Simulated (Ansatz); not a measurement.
Data:

End structure of a constructed model of the (111) surface of fcc Al, a pseudomorphic layer of Sc in the host's stacking (bottom of the slab: a bare face, its two planes held):

```yaml
crystal:
  lattice:
    - [2.85810, 0.00000, 0.00000]
    - [-1.42905, 2.47518, 0.00000]
    - [0.00000, 0.00000, 30.50000]
  atoms:
    - { symbol: Al, position: [0.33333, 0.66667, 0.26706] }
    - { symbol: Al, position: [0.66667, 0.33333, 0.34357] }
    - { symbol: Al, position: [0.00000, 0.00000, 0.42004] }
    - { symbol: Al, position: [0.33333, 0.66667, 0.49762] }
    - { symbol: Al, position: [0.66667, 0.33333, 0.57413] }
    - { symbol: Al, position: [0.00000, 0.00000, 0.65066] }
    - { symbol: Sc, position: [0.33333, 0.66667, 0.73081] }
```

Slab: 7 atoms, 14.2 Å thick at the start with caps and adatoms; k 15x15x1, smearing 0.1 eV, dipole-corrected; single point; on the structure that PBE left under its start's symmetry; no spin, no spin-orbit, no U. In PBE it lies 0.03 eV a 1x1 cell over the lowest computed structure of the same composition (a pseudomorphic layer of Sc in the other hollow).

Problem. What work function of the top face does r2SCAN, at the PBE geometry run with Ansatz (an electronic-structure program) give?

Solution. 3.95 eV
